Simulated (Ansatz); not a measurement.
The parent structure is CdS in the wurtzite structure (space group P6_3mc, No. 186).

```
CdS
1.0
    4.12347     0.00000     0.00000
   -2.06174     3.57103     0.00000
    0.00000     0.00000     6.71109
Cd S
2 2
Direct
  0.66667   0.33333   0.00080
  0.33333   0.66667   0.50080
  0.66667   0.33333   0.62440
  0.33333   0.66667   0.12440
```

Levels (all Ansatz, a program for electronic structure, PAW): PBEsol (420 eV, no spin-orbit coupling); PBEsol+SOC (420 eV, with spin-orbit coupling).

The geometry is relaxed with PBEsol.

- PBEsol lowest conduction level above the VBM at special points = Γ 1.09 eV; A 2.76 eV; L 3.35 eV; M 3.63 eV
- PBEsol pressure = 0.00 GPa
- PBEsol valence-band top at Γ = 0.00, 0.00, -0.05 eV

**Question.** How does going to PBEsol+SOC change the hole mass, lowest conduction level above the VBM at special points, pressure and valence-band top at Γ?

**Answer.** The hole mass is 1.6 mₑ along c, 0.23 mₑ across (at Γ); the lowest conduction level above the VBM at special points becomes Γ 1.08 eV; A 2.74 eV; L 3.34 eV; M 3.61 eV (PBEsol: Γ 1.09 eV; A 2.76 eV; L 3.35 eV; M 3.63 eV); the pressure goes from zero to -0.06 GPa; the valence-band top at Γ (three highest Kramers pairs, from the VBM) goes from 0.00, 0.00, -0.05 eV to 0.00, -0.02, -0.07 eV.

Single points use the geometry relaxed with PBEsol. Differences between runs with and without spin-orbit coupling are approximate. The levels and masses belong to the bands next to the band gap. Masses are band curvatures over ±0.01 Å⁻¹ around the edge. Whether these cells are dynamically stable was not tested.
